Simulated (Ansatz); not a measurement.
## Response to strain in WC

The parent structure is WC (space group P-6m2, No. 187; a = 2.884 Å, c = 2.812 Å; relaxed with 0.1 eV smearing). Axes: x lies along a and z along c of the hexagonal cell.

Strains are applied to the cell and any free atomic positions relax.

Calculations: LDA/PAW in Ansatz (a program for electronic structure), scalar-relativistic without spin-orbit coupling.

Notes on the quantities. energy relative to the base: free energy F; pressure: mean of the normal stresses, compression positive.

```json
[
 {"case": "base", "energy relative to the base": "0 meV/atom", "pressure": "0.0 GPa", "volume per atom": "10.13 Å³"},
 {"case": "tensor shear ε_xz = +2.00 %", "energy relative to the base": "+17 meV/atom", "pressure": "0.7 GPa", "volume per atom": "10.12 Å³"},
 {"case": "tensor shear ε_xz = +0.57 %", "energy relative to the base": "+1.4 meV/atom", "pressure": "0.1 GPa", "volume per atom": "10.13 Å³"},
 {"case": "tensor shear ε_xz = +1.43 %", "energy relative to the base": "[?]", "pressure": "[?]", "volume per atom": "10.13 Å³"},
 {"case": "tensor shear ε_xz = +0.86 %", "energy relative to the base": "+3.1 meV/atom", "pressure": "0.1 GPa", "volume per atom": "10.13 Å³"},
 {"case": "tensor shear ε_xz = +1.14 %", "energy relative to the base": "+5.4 meV/atom", "pressure": "0.2 GPa", "volume per atom": "10.13 Å³"},
 {"case": "tensor shear ε_xz = +1.71 %", "energy relative to the base": "+12 meV/atom", "pressure": "0.5 GPa", "volume per atom": "10.13 Å³"},
 {"case": "tensor shear ε_xz = +0.29 %", "energy relative to the base": "+0.4 meV/atom", "pressure": "0.0 GPa", "volume per atom": "10.13 Å³"}
]
```

Problem. Complete the table.

Solution. 
- tensor shear ε_xz = +1.43 %, energy relative to the base: +8.5 meV/atom
- tensor shear ε_xz = +1.43 %, pressure: 0.4 GPa

Whether these cells are dynamically stable was not tested. The final runs are not spin-polarised.
